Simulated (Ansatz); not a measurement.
Given:

```xyz
2
Lattice="4.4375 0.0000 0.0000 0.0000 4.4375 0.0000 2.2188 -2.2188 3.4619" Properties=species:S:1:pos:R:3 pbc="T T T"
Te     2.2188     0.0000     1.7309
Cd     0.0000     0.0000     0.0000
```

No spin polarisation.

Level of theory: r2SCAN (Ansatz, a first-principles code, PAW, spin-orbit coupling left out). Settings: 9×9×9 k-points, 0.05 eV Fermi–Dirac smearing.

**Question.** What is the computed electron mass?

**Answer.** 0.095 mₑ out of plane, 0.090 mₑ in plane (at Γ).

**Question.** Estimate the band gap.

**Answer.** 1.11 eV.

**Question.** Predict the mean in-plane stress (compression positive).

**Answer.** +1.9 GPa.

**Question.** Estimate the space group.

**Answer.** I-4m2 (No. 119).

With Te present, leaving out spin-orbit coupling can change the band edges. The cells carry an imposed strain or load. Effective masses come from finite differences of ±0.01 Å⁻¹. No phonon test of stability was made. The cell was made from CdTe in the zinc blende structure (space group F-43m, No. 216) by this change: biaxial strain −4.30 %, plane normal [001], relaxed out of plane.
